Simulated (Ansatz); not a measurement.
Start from BAs in the zinc blende structure (space group F-43m, No. 216; a = 4.7839 Å). Axes: x, y, z lie along the cube axes.

All numbers come from Ansatz (a program for electronic structure), r2SCAN, PAW, cutoff 500 eV, no spin-orbit coupling.

For the base:

| Item | Result |
|---|---|
| Valence-band top at Γ | 0.00, 0.00, 0.00 eV |
| Shortest interatomic distance | 2.071 Å |
| Band gap | 1.38 eV |

One thing is altered: the cell is compressed by 3.00 % along z with no lateral relaxation, atoms relaxed at fixed cell.

How does this affect the valence-band top at Γ, stress, shortest interatomic distance, band gap and energy relative to the base?

The valence-band top at Γ (three highest levels, from the VBM) goes from 0.00, 0.00, 0.00 eV to 0.00, -0.31, -0.31 eV; the stress (xx, yy, zz, yz, xz, xy; compression positive) comes out as (2.34, 2.34, 9.00, 0.00, 0.00, 0.00) GPa; the shortest interatomic distance drops by 0.0205 Å (2.071 Å → 2.051 Å); the band gap shrinks by 0.52 eV (1.38 eV → 0.86 eV); the energy goes up by 11 meV/atom.

The cells carry an imposed strain or load. Stability against distortions was not tested.
